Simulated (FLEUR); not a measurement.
A self-consistent single point of MgO (Fm-3m, 2 atoms in the cell) with FLEUR.

Method of the run: LDA (Perdew-Zunger), all-electron FLAPW (FLEUR), scalar-relativistic valence.

```yaml
crystal:
  lattice:
    - [0.00000, 2.10500, 2.10500]
    - [2.10500, 0.00000, 2.10500]
    - [2.10500, 2.10500, 0.00000]
  atoms:
    - { symbol: Mg, position: [0.00000, 0.00000, 0.00000] }
    - { symbol: O, position: [0.50000, 0.50000, 0.50000] }
```

Reference input (self-consistent single point, DFT, PBE, all-electron FLAPW (FLEUR), scalar-relativistic valence): Kmax = 4.6 1/bohr; GmaxXC = 18.4 1/bohr; xcFunctional = pbe; jspins = 1; l_soc = F; mode = hist; fermiSmearingEnergy = 0.00036749 Htr; mesh (inpgen div1-3) = 7 7 7; inpgen gamma flag = false; Gmax = 18.4 1/bohr; numbands = 0; maxIterBroyd = 15. This run's input differs from it in these lines:

```diff
@@ -14,2 +14,3 @@
 &comp jspins=1 /
+&exco xctyp='pz' /
 &kpt div1=7 div2=7 div3=7 /
@@ -26,3 +27,3 @@
       <coreElectrons ctail="T" frcor="F" kcrel="0" coretail_lmax="0"/>
-      <xcFunctional name="pbe" relativisticCorrections="F"/>
+      <xcFunctional name="pz" relativisticCorrections="F"/>
       <magnetism jspins="1"/>
```

Output, abridged:

```
 Iteration:     1   Distance:      24.87229573 me/bohr^3
 Iteration:     2   Distance:      21.24692510 me/bohr^3
 Iteration:     3   Distance:       7.38207610 me/bohr^3
 Iteration:     4   Distance:       4.71334328 me/bohr^3
 Iteration:     5   Distance:       0.60594249 me/bohr^3
   [... 5 lines left out ...]
 Iteration:    11   Distance:       0.00060084 me/bohr^3
 Iteration:    12   Distance:       0.00003057 me/bohr^3
 Iteration:    13   Distance:       0.00001508 me/bohr^3
 Iteration:    14   Distance:       0.00000201 me/bohr^3
 Run finished successfully
 Stop message:
   Structural relaxation: Done

[file out, last iteration]
             iter=     15
[...]
          total density-effective poten   -4.1415331520E+02
          total charge density-energy d   -2.3809375042E+01
 Updated energy parameters for spin:           1
[...]
 fermi energy and band-weighting factors:

[...]
FERMIE:
          first approx. to ef    (T=0)  :   0.181368 htr   (energy of the highest occ. eigenvalue)
          number of occ. states  (T=0)  :        160
          first approx. to seigv (T=0)  : -12.514934 htr
          sum of weights of occ. states :   8.000000
          sum of semicore charge        :   0.000000 e
FERHIS:  Fermi-Energy by histogram:
          bandgap                     :   0.174662 htr
   [... lines left out ...]
          charge neutrality (T=0)     :   0.000000    (zero if the highest occ. eigenvalue is "entirely" occupied)
 Direct bandgap for spin            1 :   0.17466175707346790       Htr
 ---->    free energy=                      -274.4643721537 htr
   [... lines left out ...]
      extrapolation for T->0
 ---->    total electron energy=            -274.4643721537 htr
 ***** TOTAL FORCES ON ATOMS *****
 TOTAL FORCE FOR ATOM TYPE=  1  X=  0.000   Y=  0.000   Z=  0.000
                       FX_TOT= 0.000000 FY_TOT= 0.000000 FZ_TOT= 0.000000
 TOTAL FORCE FOR ATOM TYPE=  2  X=  3.978   Y=  3.978   Z=  3.978
                       FX_TOT= 0.000000 FY_TOT= 0.000000 FZ_TOT= 0.000000
 Structural relaxation: Done
```

The run converged in 14 iterations. FLEUR gives forces in its relaxation mode, with a further iteration, so its stop message speaks of a relaxation. Against the reference run the gap on the mesh goes from 4.843 to 4.753 eV.

The starting cell has typed, rounded lattice constants, without a prior relaxation at this level. Values depend on the basis (sphere radii, cutoffs, local orbitals), which need not be converged.
